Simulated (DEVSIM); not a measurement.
System: Au/SiO2/p-Si capacitor, at 300 K.

Layer 1 from the left is SiO2, thickness (nm) 3.90. Layer 2 from the left is Si, thickness (nm) 1200, Na (cm⁻³) 4.8e17.

Metal gate on the left, work function 5.1 eV. Fixed charge at the semiconductor interface 1.4e12 cm⁻² (in units of +e); no interface traps.

This is a model device: material constants are rounded textbook-type values typed into the input, and sizes, dopings and lifetimes were drawn at random. Values at 300 K.

SiO2: gap (eV) 9, affinity (eV) 0.9, permittivity 3.9. Si: gap (eV) 1.124, affinity (eV) 4.05, permittivity 11.7, Nc (cm⁻³) 2.86e19, Nv (cm⁻³) 3.1e19.

Model (solved in DEVSIM): 1D Poisson equation in equilibrium, Boltzmann statistics, complete ionisation; no quantum confinement or tunnelling. Metal contacts follow the ideal Schottky-Mott rule: no Fermi-level pinning, no interface dipoles.

### Question
What does the simulation give for the minimum of the low-frequency capacitance, the flat-band voltage, the threshold voltage (band bending 2φF)?

### Answer
minimum of the low-frequency capacitance 0.183 μF/cm²; flat-band voltage -0.22 V; threshold voltage (band bending 2φF) 1.12 V.
